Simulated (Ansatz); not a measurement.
Start from InAs in the zinc blende structure (space group F-43m, No. 216; a = 6.087 Å). Axes: x, y, z lie along the cube axes.

All numbers come from Ansatz (a first-principles code) PBEsol, no SOC.

Before the change:

| Item | Result |
|---|---|
| Pressure | 0.0 GPa |
| Shortest interatomic distance | 2.636 Å |

It is then changed as follows: tensile biaxial strain of 2.50 % in the plane normal to [001], as in epitaxy on a mismatched substrate; the out-of-plane cell vector and the atoms relax.

Problem. What happens to the energy relative to the base?

Solution. The energy increases by 7.6 meV/atom.

Problem. Estimate the effect on the pressure.

Solution. The pressure (mean of the normal stresses, compression positive) goes from zero to -1.1 GPa.

Problem. What happens to the shortest interatomic distance?

Solution. The shortest interatomic distance increases by 0.019 Å, from 2.636 Å to 2.655 Å.

Stability against distortions was not tested. The final runs are not spin-polarised.
